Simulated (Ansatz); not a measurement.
The starting structures come from a database of crystals and need not be the phases stable at ambient conditions.

Consider the following.

```
WCl4
1.0
    6.45583     0.00000     0.00000
    3.22792     5.90708     0.06828
    3.22792    -0.58374     6.12572
W Cl
2 8
Direct
  0.20580   0.00000   0.00000
  0.79420   0.00000   0.00000
  0.47081   0.21284   0.84553
  0.52919   0.78716   0.15447
  0.96487   0.25460   0.81566
  0.03513   0.74540   0.18434
  0.51558   0.75050   0.69490
  0.48442   0.24950   0.30510
  0.96098   0.24950   0.30510
  0.03902   0.75050   0.69490
```

Space group of this cell: C2/m. The cell was relaxed by PBE-D3(BJ).

Transport runs along the normal of the first two printed cell vectors.

No gap correction and no spin-orbit coupling; mid-gap values are interpolated between computed energies.

Problem. Give the band gap and the smallest decay constant κ at mid-gap that r2SCAN in Ansatz (a quantum-chemistry and plane-wave program) yields.

Solution. Gap 0.37 eV on a 6×6×6 mesh; κ = 0.224 1/Å, at (-0.333, 0.333) of the in-plane reciprocal vectors. At the zone centre, at the nearest computed energy, the slowest state has κ = 0.24 1/Å.
